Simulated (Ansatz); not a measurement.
# Effect of uniaxial strain ε_xx = +2.97 % on Al3Ru2

Take Al3Ru2 (space group I4/mmm, No. 139; a = 3.073 Å, c = 14.253 Å; a cell from a computed database, its experimental status unchecked) as the base. Axes: x, y, z lie along a, b, c of the conventional cell.

The change: the cell is stretched by 2.97 % along x with no lateral relaxation; the atoms relax in the strained cell.

Level of theory: Ansatz (a first-principles code) PBEsol, spin-orbit coupling left out. Γ-centred 21×21×21 mesh, Fermi–Dirac width 0.05 eV.

```tsv
quantity	base	changed	shift
volume per atom	13.46 Å³	13.86 Å³	+0.40 Å³
shortest interatomic distance	2.510 Å	2.536 Å	+0.026 Å
energy relative to the base (free energy F)	0 meV/atom	+12 meV/atom	+12 meV/atom
pressure (mean of the normal stresses, compression positive)	0.0 GPa	-5.3 GPa	-5.3 GPa
band gap	zero	zero	–
stress (xx, yy, zz, yz, xz, xy; compression positive) (rough)	–	(-9.2, -3.5, -3.3, 0.0, 0.0, 0.0) GPa	–
```

Without a gap, meshes like the base's 21×21×21 leave anisotropic stresses uncertain by several tenths of a GPa, and small strain energies with them. Whether these cells are dynamically stable was not tested. The final runs are not spin-polarised.
